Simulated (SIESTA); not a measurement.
A self-consistent single point of LaSiPt (I4_1md, 6 atoms in the cell) with SIESTA.

Method of the run: SIESTA 5.4.2 with GGA PBEsol with spin-orbit coupling, numerical atomic orbitals DZP, PseudoDojo PBEsol fully relativistic norm-conserving potentials (rewritten from UPF to PSML).

```
LaSiPt
1.0
   -2.17115     2.17115     7.42984
    2.17115    -2.17115     7.42984
    2.17115     2.17115    -7.42984
La Si Pt
2 2 2
Direct
  0.32996   0.32996   0.00000
  0.07996   0.57996   0.50000
  0.74963   0.74963   0.00000
  0.49963   0.99963   0.50000
  0.91741   0.91741   0.00000
  0.66741   0.16741   0.50000
```

Reference input (self-consistent single point, DFT, GGA PBEsol, numerical atomic orbitals DZP, PseudoDojo PBEsol standard norm-conserving potentials (rewritten from UPF to PSML)): XC.functional = GGA; XC.authors = PBEsol; potentials = PseudoDojo PBEsol standard; PAO.BasisSize = DZP; PAO.EnergyShift = 0.01 Ry; MeshCutoff = 400 Ry; kgrid.MonkhorstPack = 6 6 6; OccupationFunction = FD; ElectronicTemperature = 100 meV; MaxSCFIterations = 150; SCF.Mixer.Method = Pulay; SCF.Mixer.Weight = 0.2. This run's input differs from it in these lines:

```diff
@@ -1,2 +1,2 @@
-# files in the folder: La.psml Si.psml Pt.psml (PseudoDojo PBEsol standard)
+# files in the folder: La.psml Si.psml Pt.psml (PseudoDojo PBEsol fully relativistic)
 SystemName  LaSiPt
@@ -39,2 +39,11 @@
 ElectronicTemperature        100.0 meV
+Spin                         spin-orbit
+%block DM.InitSpin
+  1 0.00 0.00 0.00
+  2 0.00 0.00 0.00
+  3 0.00 0.00 0.00
+  4 0.00 0.00 0.00
+  5 0.00 0.00 0.00
+  6 0.00 0.00 0.00
+%endblock DM.InitSpin
```

Output (repeated stretches shortened):

```
        iscf     Eharris(eV)        E_KS(eV)     FreeEng(eV)     dDmax    Ef(eV) dHmax(eV)
   scf:    1    -9021.765233    -9188.151655    -9188.357861  0.667136 -3.150174 34.349725
     spin moment: {S} , |S| = {   -0.00000   -0.00000   -0.00000 }     0.00000
   scf:    2    -9250.727088    -9253.253492    -9253.364610  0.271783 -4.333959  3.675376
     spin moment: {S} , |S| = {    0.00000   -0.00000   -0.00000 }     0.00000
   scf:    3    -9255.411570    -9254.703566    -9254.824838  0.030090 -4.287184  2.063734
     spin moment: {S} , |S| = {   -0.00000    0.00000   -0.00000 }     0.00000
   [... lines left out ...]
     spin moment: {S} , |S| = {    0.00000   -0.00000    0.00000 }     0.00000
   scf:    9    -9255.055166    -9255.059735    -9255.189198  0.000507 -4.378021  0.049727
     spin moment: {S} , |S| = {   -0.00000   -0.00000   -0.00000 }     0.00000
   scf:   10    -9255.063390    -9255.060008    -9255.189341  0.000280 -4.378948  0.000780
     spin moment: {S} , |S| = {    0.00000    0.00000   -0.00000 }     0.00000
   scf:   11    -9255.059943    -9255.060002    -9255.189341  0.000020 -4.378964  0.000263
     spin moment: {S} , |S| = {   -0.00000   -0.00000   -0.00000 }     0.00000
SCF Convergence by DM+H criterion
max |DM_out - DM_in|         :     0.0000195576
max |H_out - H_in|      (eV) :     0.0002626707
SCF cycle converged after 11 iterations

Using DM_out to compute the final energy and forces

siesta: E_KS(eV) =            -9255.0600

siesta: E_KS - E_eggbox =     -9255.0600

siesta: Atomic forces (eV/Ang):
     1    0.000466    0.000522   -0.018574
     2    0.000522    0.000466   -0.018575
     3    0.000053   -0.000073   -0.062569
     4   -0.000073    0.000053   -0.062568
     5   -0.000811    0.000310    0.080524
     6    0.000310   -0.000811    0.080524
   Tot    0.000467    0.000467   -0.001237
   Max    0.080524
   Res    0.034553    sqrt( Sum f_i^2 / 3N )
   Max    0.080524    constrained

   [... lines left out ...]
siesta: FreeEng =     -9255.189341
siesta: Cell volume =        140.094175 Ang**3
siesta:         -92.97778213        -93.09418343  kBar
   [... lines left out ...]
     3    -0.339325    4.339325    0.000000    0.000000   -0.000000    0.000000  Si
     4    -0.339325    4.339325    0.000000    0.000000   -0.000000    0.000000  Si
     5    -0.130877   18.130877    0.000000   -0.000000   -0.000000   -0.000000  Pt
     6    -0.130877   18.130877    0.000000    0.000000    0.000000    0.000000  Pt
 Total     0.000000                0.000000   -0.000000   -0.000000    0.000000
```

The run converged in 11 iterations. Against the reference run the pressure goes from -6.81 to -9.30 GPa and the largest force goes from 0.054 to 0.081 eV/Å.

The starting cell comes from a database of computed structures (which also holds hypothetical and non-ambient phases and stackings), without a prior relaxation at this level. Its lattice was rescaled by a random factor within 2.5 % of one. Values carry the incompleteness of an atom-centred basis. With a pressure of about -9 GPa the cell is away from its equilibrium volume at this level.

Cost on one core of a shared machine: roughly 4 min.
